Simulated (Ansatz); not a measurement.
Structure of amorphous Ge14Sb14S32 (periodic cell):

```xyz
60
Lattice="11.8790 0.4066 -0.6626 0.4066 10.6703 -0.0835 -0.6626 -0.0835 11.8597" Properties=species:S:1:pos:R:3 pbc="T T T"
Ge     9.2049     6.1145     1.1704
Ge     7.6300     0.9910     8.5521
Ge     8.4378     2.7694     2.5458
Ge    11.2782     0.7940     9.4739
Ge     2.2807     3.2668     3.7801
Ge    11.7862     9.9970     5.2269
Ge     3.6025     2.5628    10.1166
Ge    10.2251     3.2550     7.3816
Ge     0.5563     0.3259     1.9582
Ge     8.3699     9.9495     2.9052
Ge     3.7124     0.2386     3.1257
Ge     9.0703     2.7065    10.9106
Ge    10.1783     6.7967     9.9221
Ge     8.3854     8.2837    -0.2298
Sb     6.1254     3.2325     6.2496
Sb     2.8670     9.7734     0.2706
Sb    10.8639     5.0740     4.3283
Sb     2.2440     7.7189     3.4796
Sb     5.7673     5.7396     9.8907
Sb     9.9388     7.2906     6.0940
Sb     2.0899     6.4731     8.5783
Sb     4.8699     8.1947     5.8552
Sb     6.0171     3.0248     1.2055
Sb     0.3207     5.8957     2.2377
Sb     6.1033     7.6782     2.2415
Sb     3.5835     7.1326     0.9540
Sb     0.1195     1.8544     4.4481
Sb     1.7411     3.8435     7.3229
S      8.9455     8.6267     9.6740
S      3.9753     2.6927     7.6941
S      7.7051     6.4726     7.0725
S      8.4223     4.3686     4.1670
S      5.5831     8.0853    10.6965
S      7.8987     3.4403     8.1586
S      9.0248     7.9306     3.4810
S     10.9730     5.8945     8.0242
S      1.9698     4.0473     1.6992
S     10.0391     0.4687     7.6437
S      4.3352     0.5818     0.8478
S      0.1890     6.7322    11.7306
S      6.8108     5.3890     0.8981
S      4.4356     6.3334     7.5665
S      8.7326     5.2752    10.7159
S      0.9426     7.5886     6.4694
S      2.3323     4.9908     5.2318
S     10.2904     3.3230     1.3455
S      0.2017     9.0829     2.9526
S      7.1108     8.4497     6.8783
S      8.2650    10.4074     0.7285
S      8.9685     1.0257     3.9376
S      6.5571     0.8375     6.4680
S      5.9404     2.4501    10.7199
S      6.1325     9.8812     3.7508
S      3.4389     4.9471    10.5544
S     11.2875     3.0635     9.6730
S      1.8041    10.0953     9.7302
S      5.3369     6.3791     4.2279
S      1.3122     0.4483     6.0685
S      4.3480     2.3636     3.9595
S     11.2944    10.9931    -0.5661
```

Computed with PBE-D3(BJ), scalar-relativistic without spin-orbit coupling (plane waves to 420 eV, PAW; Ansatz, a quantum-chemistry and plane-wave program).

The cell was made by melting and quenching with the CHGNet potential and then relaxed with DFT. The hot cell started wider than the set density and was brought back towards it in steps. It is the lowest in DFT energy of 3 quenches. It is a model cell: composition and starting density were chosen by hand, and all elements were melted together. The geometry includes D3(BJ) dispersion. Its density started from a set value of 3.68 and ended at 4.16 g/cm³. Cooling (nominally 83 K/ps over its main leg) ran many orders faster than in experiment, which tends to leave more defects and strain. Values belong to this one cell and scatter from quench to quench. Volume and shape were free in the relaxation. Stress components on the final sampling reach 0.6 GPa. Cycles of charging lowered its energy after that relaxation.

Cut-offs for bonds: Ge-Ge 2.85 Å, Ge-Sb 3.11 Å, Ge-S 2.70 Å, Sb-Sb 3.38 Å, Sb-S 2.80 Å, S-S 2.39 Å.

Question: Give the coordination numbers, mean bond lengths and angles.

Answer: 
```yaml
Mean coordination of Ge: 3.43 (2 with 2, 4 with 3, 8 with 4)
Mean coordination of Sb: 3.43 (9 with 3, 4 with 4, 1 with 5)
Mean coordination of S: 2.19 (1 with 1, 24 with 2, 7 with 3)
Mean Ge-S bond: 2.353 Å (spread 0.111 Å, 41 counted)
Mean Sb-S bond: 2.549 Å (spread 0.085 Å, 27 counted)
Mean Sb-Sb bond: 2.980 Å (spread 0.139 Å, 8 counted)
Mean Ge-Sb bond: 2.840 Å (spread 0.131 Å, 5 counted)
Bond angle at Ge: mean 104.9°, spread 14.6°
Bond angle at Sb: mean 99.7°, spread 19.7°
Bond angle at S: mean 103.1°, spread 14.5°
```

Question: List the pairs of like atoms that count as bonded by the rules above.

Answer: Ge1-Ge14 (2.71 Å), Sb16-Sb26 (2.82 Å), Sb17-Sb20 (2.98 Å), Sb17-Sb27 (3.08 Å), Sb17-Sb24 (3.30 Å), Sb18-Sb24 (2.93 Å), Sb18-Sb26 (2.92 Å), Sb21-Sb28 (2.93 Å), Sb25-Sb26 (2.88 Å), S31-S48 (2.07 Å).
